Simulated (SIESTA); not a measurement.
# How far to go with the k-point mesh at a smearing width of 0.02 eV: Rh (Fm-3m, 1 atom in the cell)

```yaml
crystal:
  lattice:
    - [0.00000, 1.90950, 1.90950]
    - [1.90950, 0.00000, 1.90950]
    - [1.90950, 1.90950, 0.00000]
  atoms:
    - { symbol: Rh, position: [0.00000, 0.00000, 0.00000] }
```

Level of theory: GGA PBE, numerical atomic orbitals DZP, PseudoDojo PBE standard norm-conserving potentials (rewritten from UPF to PSML) (SIESTA).

Base settings: XC.functional = GGA; XC.authors = PBE; potentials = PseudoDojo PBE standard; PAO.BasisSize = DZP; PAO.EnergyShift = 0.01 Ry; MeshCutoff = 400 Ry; kgrid.MonkhorstPack = 7 7 7; OccupationFunction = FD; ElectronicTemperature = 0.1 eV; MaxSCFIterations = 150.

In this ladder: ElectronicTemperature = 0.02 eV.

Only quantities that move along the ladder and can be compared are tabulated.

Core times come from one kind of shared machine, to one figure; runs under 30 s give none.

The starting cell has typed, rounded lattice constants, without a prior relaxation at this level. Its lattice was rescaled by up to half a per cent. Spin polarisation is off. Values carry the incompleteness of an atom-centred basis. Without a gap this mesh is coarse (it stands for a supercell whose shortest vector is 19 Å).

```tsv
kgrid.MonkhorstPack	free energy less the last step's (meV/atom)	pressure (GPa)	core time / last (rough)
5 5 5	134.67	3.36	–
6 6 6	85.50	2.97	–
8 8 8	27.24	2.04	–
9 9 9	11.73	1.70	–
11 11 11	6.61	1.72	–
13 13 13	-1.30	1.50	–
16 16 16	0.38	1.51	0.2
20 20 20	-2.07	1.43	0.2
24 24 24	-0.48	1.42	0.4
29 29 29	-0.30	1.46	0.7
35 35 35	0.00	1.48	1
```

Coarsest kgrid.MonkhorstPack that holds the pressure within 0.1 GPa of the last step, with all finer ones: 13 13 13; the step before is off by 0.24 GPa.

Coarsest kgrid.MonkhorstPack that holds the free energy within 5 meV/atom of the last step, with all finer ones: 13 13 13; the step before is off by 6.6 meV/atom.

Two neighbours can agree and both be off: 9 9 9 and 11 11 11 differ by 0.03 GPa in the pressure, yet lie about 0.24 GPa from the last step.
